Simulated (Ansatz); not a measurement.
**How the equilibrium lattice constant a of GaP (model structure, Fm-3m, No. 225, 2 atoms in the cell) moves with the method**

No measured value is used here.

| level (code) | value (Å) |
|---|---|
| LDA (Ansatz) | … |
| PBE (Ansatz) | 5.159 |
| PBEsol (Ansatz) | 5.088 |
| PBE-D3(BJ) (Ansatz) | 5.090 |
| r²SCAN (Ansatz) | … |
| r²SCAN+rVV10 (Ansatz) | 5.103 |

What belongs in the gaps?


- LDA (Ansatz, a quantum-chemistry and plane-wave program), value (Å): 5.050
- r²SCAN (Ansatz), value (Å): 5.118

Cutoffs differ between the levels. Ansatz's density-functional and Hartree–Fock values are scalar-relativistic unless marked +SOC, with PAW data made under PBE.

A model structure was made by putting elements into a prototype or built by hand; it is no filed structure, need not be a known phase, and can be a saddle point held by its symmetry.
